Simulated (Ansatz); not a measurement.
SiH3F (P2₁/c, No. 14, 20 atoms in the cell; start mp-28289), treated with r²SCAN (PAW; Ansatz, a program for electronic structure).

Numerical settings: plane-wave cutoff 560 eV, 8×6×6 k mesh (along the axes of the cell as run), Fermi–Dirac smearing 0.01 eV, scalar-relativistic PAW data made under PBE.

Cell (relaxed with PBE-D3(BJ)):

```cif
data_H12F4Si4
_chemical_formula_sum 'Si4 H12 F4'
_space_group_name_H-M_alt 'P21/c'
_space_group_IT_number 14
_space_group_name_Hall '-P 2ybc'
_cell_length_a 4.63704
_cell_length_b 7.56781
_cell_length_c 8.49996
_cell_angle_alpha 90.000
_cell_angle_beta 117.345
_cell_angle_gamma 90.000
loop_
_atom_site_label
_atom_site_type_symbol
_atom_site_symmetry_multiplicity
_atom_site_Wyckoff_symbol
_atom_site_fract_x
_atom_site_fract_y
_atom_site_fract_z
_atom_site_occupancy
Si1 Si 4 e 0.10777 0.26850 0.40977 1
H1 H 4 e 0.23359 0.78157 0.22993 1
H2 H 4 e 0.33071 0.38966 0.38149 1
H3 H 4 e 0.22724 0.08317 0.44034 1
F1 F 4 e 0.10751 0.16876 0.09427 1
```

Problem. What does this level give for the band gap, smallest direct gap on the k points sampled and direct gap at Γ?

Solution. 
- band gap: 6.39 eV (indirect)
- smallest direct gap on the k points sampled: 6.52 eV
- direct gap at Γ: 6.84 eV

Note: cell and atoms aren't relaxed at this level (largest force component 0.43 eV/Å, pressure -1.2 GPa).

Computed values are for the static lattice.

A start named mp-… is a Materials Project structure, which need not be a measured phase.
